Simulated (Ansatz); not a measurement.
Take PbS in the rock salt structure (space group Fm-3m, No. 225; a = 6.009 Å) as the base.

All numbers come from plane-wave PAW DFT at the PBE level (Ansatz, a quantum-chemistry and plane-wave program, 420 eV), no spin-orbit coupling.

For the base:

- Valley order: L along ⟨111⟩ 0.49 eV; a point along ⟨110⟩, about 0.6 Å⁻¹ from Γ 1.36 eV

It is then changed as follows: a negative pressure, −1 GPa.

Task: Estimate the effect on the mean gap deformation potential ΔEg/Δln V.

Result: The mean gap deformation potential ΔEg/Δln V amounts to +3.2 eV.

Task: Estimate the effect on the valley order.

Result: The valley order (the lowest conduction-band minima on the path, energy above the VBM, named in the base's zone) changes from L along ⟨111⟩ 0.49 eV; a point along ⟨110⟩, about 0.6 Å⁻¹ from Γ 1.36 eV to L along ⟨111⟩ 0.56 eV; a point along ⟨110⟩, about 0.6 Å⁻¹ from Γ 1.40 eV.

Spin-orbit coupling, missing from the scalar runs, can matter with Pb. Load acts through the strain it causes; cell and atoms are relaxed under it. No phonon test of stability was made.
